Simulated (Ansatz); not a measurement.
Pair distribution function (Si-Si) of WSi2 (C11b type), cell Si36W18, begun in the crystal structure, held near 4 GPa [in the run: it stayed crystalline; mean temperature 281 K (target 300 K); density 9.83 g/cm³; under uneven stress (diagonal components 0.7 GPa apart); 2×2×2 k-points, which a denser mesh shifts by 0.1 GPa in pressure and 0.05 eV/Å in forces], from MD at 281 K. These are PBE (plane waves, PAW; Ansatz, a program for electronic structure) values and carry that method's errors. Volume per atom 13.52 Å³, mean pressure 4.0 GPa. 

```
r (Å) | g(r)
     1.70 |  0.00
     1.74 |  0.00
     1.78 |  0.00
     1.82 |  0.00
     1.86 |  0.00
     1.90 |  0.00
     1.94 |  0.00
     1.98 |  0.00
     2.02 |  0.00
     2.06 |  0.00
     2.10 |  0.00
     2.14 |  0.00
     2.18 |  0.00
     2.22 |  0.00
     2.26 |  0.00
     2.30 |  0.00
     2.34 |  0.00
     2.38 |  0.00
     2.42 |  0.03
     2.46 | # 0.28
     2.50 | ##### 1.21
     2.54 | ############## 3.25
     2.58 | ########################## 5.85
     2.62 | ############################## 6.87
     2.66 | ########################## 5.86
     2.70 | ################ 3.63
     2.74 | ####### 1.64
     2.78 | ## 0.51
     2.82 |  0.11
     2.86 |  0.02
     2.90 |  0.00
     2.94 |  0.01
     2.98 |  0.04
     3.02 | # 0.14
     3.06 | ## 0.45
     3.10 | ##### 1.13
     3.14 | ######### 2.00
     3.18 | ############ 2.81
     3.22 | ############# 3.04
     3.26 | ############ 2.78
     3.30 | ######## 1.79
     3.34 | #### 0.89
     3.38 | ## 0.38
     3.42 | # 0.12
     3.46 |  0.02
     3.50 |  0.00
     3.54 |  0.00
     3.58 |  0.00
     3.62 |  0.00
     3.66 |  0.00
     3.70 |  0.00
     3.74 |  0.00
     3.78 |  0.00
     3.82 |  0.00
     3.86 |  0.00
```

Problem. From these data, give where the first shell ends and the number of neighbours in it.

Solution. first minimum near 2.9 Å (g down to about 0.00); 5.0 Si round each Si in the shell, from n = 4πρ∫r²g(r)dr.
